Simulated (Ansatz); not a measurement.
**A computed series for Pt: response to strain**

Take Pt in the hcp (Mg type) structure (space group P6_3/mmc, No. 194; a = 2.7332 Å, c = 4.6835 Å; a cell from a computed database, its experimental status unchecked; relaxed with 0.1 eV smearing) as the base. Axes: x lies along a and z along c of the hexagonal cell.

Strains are applied to the cell and any free atomic positions relax; under biaxial strain the out-of-plane vector relaxes too; under stress the whole cell relaxes.

Computed with Ansatz (a program for electronic structure), PBEsol, PAW, cutoff 420 eV, no spin-orbit coupling.

Notes on the quantities. pressure: mean of the normal stresses, compression positive.

| variant | shortest interatomic distance | pressure |
|---|---|---|
| base | 2.733 Å | 0.0 GPa |
| biaxial strain −3.03 %, plane normal [001], relaxed out of plane | 2.650 Å | 12.4 GPa |
| biaxial strain +1.02 %, plane normal [001], relaxed out of plane | 2.761 Å | -2.8 GPa |
| isotropic strain −1.42 % | 2.694 Å | 13.5 GPa |
| isotropic strain +2.59 % | 2.804 Å | -17.5 GPa |
| isotropic strain +4.06 % | 2.844 Å | -24.2 GPa |
| uniaxial stress, 3 GPa tension along z | 2.724 Å | – |

Stability under load was not tested beyond the relaxation. The final runs are not spin-polarised. Pt lies near a magnetic instability that expansion can trigger; it was not tested. Pt has a high density of states at the Fermi level and may be magnetic at this level. This is not the structure that Pt has at room temperature and ambient pressure.
